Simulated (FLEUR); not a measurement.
Input and output of a self-consistent single point for GaAs (F-43m, 2 atoms in the cell) (FLEUR).

Level of theory: LDA (Perdew-Zunger), all-electron FLAPW (FLEUR), scalar-relativistic valence.

```
CELL_PARAMETERS angstrom
      0.00000     2.82500     2.82500
      2.82500     0.00000     2.82500
      2.82500     2.82500     0.00000
ATOMIC_POSITIONS crystal
  Ga 0.00000 0.00000 0.00000
  As 0.25000 0.25000 0.25000
```

Reference input (self-consistent single point, DFT, PBE, all-electron FLAPW (FLEUR), scalar-relativistic valence): Kmax = 3.8 1/bohr; GmaxXC = 13.3 1/bohr; xcFunctional = pbe; jspins = 1; l_soc = F; mode = hist; fermiSmearingEnergy = 0.00036749 Htr; mesh (inpgen div1-3) = 8 8 8; inpgen gamma flag = true; Gmax = 13.3 1/bohr; numbands = 0; maxIterBroyd = 25. This run's input differs from it in these lines:

```diff
@@ -14,2 +14,3 @@
 &comp jspins=1 /
+&exco xctyp='pz' /
 &kpt div1=8 div2=8 div3=8 gamma=t /
@@ -26,3 +27,3 @@
       <coreElectrons ctail="T" frcor="F" kcrel="0" coretail_lmax="0"/>
-      <xcFunctional name="pbe" relativisticCorrections="F"/>
+      <xcFunctional name="pz" relativisticCorrections="F"/>
       <magnetism jspins="1"/>
```

Output, abridged:

```
 Iteration:     1   Distance:       6.32759945 me/bohr^3
 Iteration:     2   Distance:       5.87688492 me/bohr^3
 Iteration:     3   Distance:       3.39080845 me/bohr^3
 Iteration:     4   Distance:       0.84309293 me/bohr^3
 Iteration:     5   Distance:       0.72567068 me/bohr^3
   [... 5 lines left out ...]
 Iteration:    11   Distance:       0.00131276 me/bohr^3
 Iteration:    12   Distance:       0.00011988 me/bohr^3
 Iteration:    13   Distance:       0.00010182 me/bohr^3
 Iteration:    14   Distance:       0.00000420 me/bohr^3
 Run finished successfully
 Stop message:
   Structural relaxation: Done

[file out, last iteration]
             iter=     15
[...]
          total density-effective poten   -6.7045370111E+03
          total charge density-energy d   -1.5366651676E+02
 Updated energy parameters for spin:           1
[...]
 fermi energy and band-weighting factors:

[...]
FERMIE:
          first approx. to ef    (T=0)  :   0.194688 htr   (energy of the highest occ. eigenvalue)
          number of occ. states  (T=0)  :        406
          first approx. to seigv (T=0)  : -14.494028 htr
          sum of weights of occ. states :  14.000000
          sum of semicore charge        :   0.000000 e
FERHIS:  Fermi-Energy by histogram:
          bandgap                     :   0.010668 htr
   [... lines left out ...]
          charge neutrality (T=0)     :   0.000000    (zero if the highest occ. eigenvalue is "entirely" occupied)
 Direct bandgap for spin            1 :    1.0668478116514668E-002  Htr
 ---->    free energy=                     -4199.4118524316 htr
   [... lines left out ...]
      extrapolation for T->0
 ---->    total electron energy=           -4199.4118524316 htr
 ***** TOTAL FORCES ON ATOMS *****
 TOTAL FORCE FOR ATOM TYPE=  1  X=  0.000   Y=  0.000   Z=  0.000
                       FX_TOT= 0.000000 FY_TOT= 0.000000 FZ_TOT= 0.000000
 TOTAL FORCE FOR ATOM TYPE=  2  X=  2.669   Y=  2.669   Z=  2.669
                       FX_TOT= 0.000000 FY_TOT= 0.000000 FZ_TOT= 0.000000
 Structural relaxation: Done
```

The run converged in 14 iterations. FLEUR gives forces in its relaxation mode, with a further iteration, so its stop message speaks of a relaxation. Against the reference run the gap on the mesh goes from 0.528 to 0.290 eV.

The starting cell has typed, rounded lattice constants, without a prior relaxation at this level. Values depend on the basis (sphere radii, cutoffs, local orbitals), which need not be converged.

Cost on one core of a shared machine: roughly 40 s.
